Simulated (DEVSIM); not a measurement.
Ge p-n junction from an implanted or diffused profile

Device: Ge p-n junction from an implanted or diffused profile, at 300 K.

```
layer (left to right)  material  thickness (μm)  Nd (cm⁻³)   τn (s)   τp (s)
---------------------  --------  --------------  ---------  -------  -------
1                            Ge             100     1.3e16  0.00099  0.00099
```

Added acceptor profile: 8.6e17 cm⁻³ × exp(−(x − 0.094 μm)²/(2·(0.25 μm)²)). Left contact: ohmic. Right contact: ohmic. Voltage is applied to the left contact. Recombination: SRH at mid-gap, radiative. Mobility is μmin + (μ − μmin)/(1 + (N/Nref)^α).

The device is made up for the run: typed textbook-type constants, with dimensions and the other settings drawn at random. Values at 300 K.

```
parameter           Ge
-------------  -------
gap (eV)         0.664
affinity (eV)        4
permittivity        16
Nc (cm⁻³)      1.04e19
Nv (cm⁻³)         6e18
μn (cm²/Vs)       3900
μp (cm²/Vs)       1900
μn,min             150
μp,min             100
Nref,n          2.6e17
Nref,p            4e17
αn                0.56
αp                 0.6
B (cm³/s)      6.4e-14
```

Simulated with DEVSIM: 1D drift-diffusion, Boltzmann statistics, complete ionisation; no tunnelling, impact ionisation, image-force lowering or self-heating.

The potential step across the device at zero bias is 0.439 V. The dark forward voltage at 1 A/cm² is 0.238 V and the dark forward voltage at 100 A/cm² is 0.420 V.

Dark forward current:

```json
[
 {"V (V)": "0.05", "J (A/cm²)": "0.00064"},
 {"V (V)": "0.10", "J (A/cm²)": "0.0050"},
 {"V (V)": "0.15", "J (A/cm²)": "0.035"},
 {"V (V)": "0.20", "J (A/cm²)": "0.24"},
 {"V (V)": "0.25", "J (A/cm²)": "1.6"},
 {"V (V)": "0.30", "J (A/cm²)": "8.5"},
 {"V (V)": "0.35", "J (A/cm²)": "31"},
 {"V (V)": "0.40", "J (A/cm²)": "76"},
 {"V (V)": "0.45", "J (A/cm²)": "150"},
 {"V (V)": "0.50", "J (A/cm²)": "260"},
 {"V (V)": "0.55", "J (A/cm²)": "390"},
 {"V (V)": "0.60", "J (A/cm²)": "560"},
 {"V (V)": "0.65", "J (A/cm²)": "770"},
 {"V (V)": "0.70", "J (A/cm²)": "1000"},
 {"V (V)": "0.75", "J (A/cm²)": "1300"},
 {"V (V)": "0.80", "J (A/cm²)": "1600"},
 {"V (V)": "0.85", "J (A/cm²)": "1900"},
 {"V (V)": "0.90", "J (A/cm²)": "2300"}
]
```
